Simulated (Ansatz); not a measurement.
Base system: Rh in the fcc (Cu type) structure (space group Fm-3m, No. 225; a = 3.8015 Å; relaxed with 0.1 eV smearing). Axes: x, y, z lie along the cube axes.

The values are results of plane-wave PAW DFT at the r2SCAN level (Ansatz, an electronic-structure program, 500 eV), scalar-relativistic without spin-orbit coupling, not measurements.

The change: the cell is compressed by 1.00 % along z with no lateral relaxation; the atoms relax in the strained cell.

Problem. Predict the new energy relative to the base.

Solution. The energy increases by 1.9 meV/atom.

Problem. Predict the new stress.

Solution. The stress (xx, yy, zz, yz, xz, xy; compression positive) is (2.1, 2.1, 4.6, 0.0, 0.0, 0.0) GPa.

Whether these cells are dynamically stable was not tested. The final runs are not spin-polarised.
